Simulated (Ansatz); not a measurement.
Given:

```yaml
crystal:
  lattice:
    - [0.00000, 2.72473, 2.72473]
    - [2.72473, 0.00000, 2.72473]
    - [2.72473, 2.72473, 0.00000]
  atoms:
    - { symbol: Mg, position: [0.00000, 0.00000, 0.00000] }
    - { symbol: Se, position: [0.50000, 0.50000, 0.50000] }
```

Computed with HSE06, rigid bands (plane waves, PAW, scalar-relativistic; Ansatz, a quantum-chemistry and plane-wave program). How the cell was made: cell and atoms relaxed with PBEsol.

Question: Predict the electron conductivity mass (n e² τ/σ) at 300 K, by direction if it differs.

Answer: 0.29 mₑ.

Question: And the band gap?

Answer: 2.68 eV at this level.

Rigid bands, one relaxation time for all states, no polarons. Spin-orbit coupling is left out; where it splits the top of the valence band it changes the hole mass and lowers the gap by about a third of the splitting. Geometry: cell and atoms relaxed with PBEsol.
